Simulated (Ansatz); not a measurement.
Ansatz (an electronic-structure program) run on Mo3Si (Pm-3n, 8 atoms in the cell): self-consistent single point.

Computed with PBEsol, default PAW files made with PBE (plane waves; Ansatz).

```
CELL_PARAMETERS angstrom
      4.93890     0.00000     0.00000
      0.00000     4.93890     0.00000
      0.00000     0.00000     4.93890
ATOMIC_POSITIONS crystal
  Si 0.50000 0.50000 0.50000
  Si 0.00000 0.00000 0.00000
  Mo 0.25000 0.00000 0.50000
  Mo 0.50000 0.25000 0.00000
  Mo 0.50000 0.75000 0.00000
  Mo 0.75000 0.00000 0.50000
  Mo 0.00000 0.50000 0.75000
  Mo 0.00000 0.50000 0.25000
```

Reference input (self-consistent single point, DFT, PBE, plane waves, default PAW files): basis.ecutwfc = 30.9 Ry; kpoints.mp_grid.grid = 5 5 5; hamiltonian.xc = pbe; hamiltonian.pseudopotentials = {kind: paw} (the program's default PAW files); scf.occupations.method = gaussian; scf.occupations.width = 0.0147 Ry. This run's input differs from it in these lines:

Ansatz 0.2 input:
```diff
@@ -19,3 +19,3 @@
 hamiltonian:
-  xc: pbe
+  xc: pbesol
   pseudopotentials: { kind: paw }
```

Output, abridged:

```
SCF iter   1: F=—  HF=-30630.660963 eV  |F-HF|=—  |Δ(HF+E_count)|=         —  Δρ=5.38e-3  dr2=2.18e-2  ethr=1.77e-3  ⟨swp⟩=5.0  Hψ=1843  notcnv=0
all-band conjugate gradients solve this SCF's bands
preconditioner: auto → Kerker (q_TF=auto, 2.608 Å⁻¹)
SCF iter   2: F=—  HF=-30630.657808 eV  |F-HF|=—  |Δ(HF+E_count)|=   3.16e-3  Δρ=2.80e-3  dr2=5.40e-3  ethr=2.37e-5  ⟨swp⟩=2.6  Hψ=1009  notcnv=0
SCF iter   3: F=—  HF=-30630.656470 eV  |F-HF|=—  |Δ(HF+E_count)|=   1.34e-3  Δρ=4.05e-4  dr2=1.57e-4  ethr=5.87e-6  ⟨swp⟩=2.8  Hψ=975  notcnv=0
SCF iter   4: F=—  HF=-30630.656450 eV  |F-HF|=—  |Δ(HF+E_count)|=   1.95e-5  Δρ=6.69e-5  dr2=4.28e-6  ethr=1.71e-7  ⟨swp⟩=2.0  Hψ=735  notcnv=0
SCF iter   5: F=—  HF=-30630.656386 eV  |F-HF|=—  |Δ(HF+E_count)|=   6.42e-5  Δρ=9.44e-6  dr2=4.73e-8  ethr=4.65e-9  ⟨swp⟩=2.0  Hψ=768  notcnv=0
SCF iter   6: F=-30630.656386 eV  HF=-30630.656386 eV  |F-HF|=4.69e-10  |Δ(HF+E_count)|=   6.20e-9  Δρ=1.40e-6  dr2=1.40e-9  ethr=5.15e-11  ⟨swp⟩=6.6  Hψ=2158  notcnv=0
SCF 1 converged in 6 iterations: F = -30630.656386 eV  dr2 = 1.40e-9
Free energy (F): -30630.656386 eV
Internal energy: -30630.586919 eV  (E = F + TS)
E sigma→0 (E₀):  -30630.621653 eV
Entropy (-TS):   -0.069466 eV (-8.683 meV/atom)
Fermi energy:    18.945523 eV
--- Forces (eV/Å), atoms counted from 1 ---
  atom   1  Si    -0.00000000     0.00000000     0.00000000
   [... zero for the other atoms too ...]
--- Stress (GPa, compression-positive) ---
      -11.914107      -0.000000       0.000000
       -0.000000     -11.914107       0.000000
        0.000000       0.000000     -11.914107
  P = ⅓ Tr σ = -11.9141 GPa (-119.141 kbar)
  The stress holds the Pulay correction. Without it, at fixed plane waves, as pw.x and ABINIT print it: P = -11.9433 GPa
```

The run converged in 6 iterations. Against the reference run the pressure goes from -5.19 to -11.91 GPa.

The starting cell has typed, rounded lattice constants, without a prior relaxation at this level. Its lattice was rescaled by a random factor within 2.5 % of one. Spin polarisation is off. With a pressure of about -12 GPa the cell is away from its equilibrium volume at this level. Ansatz's pressure includes its estimate of the finite-basis (Pulay) stress.
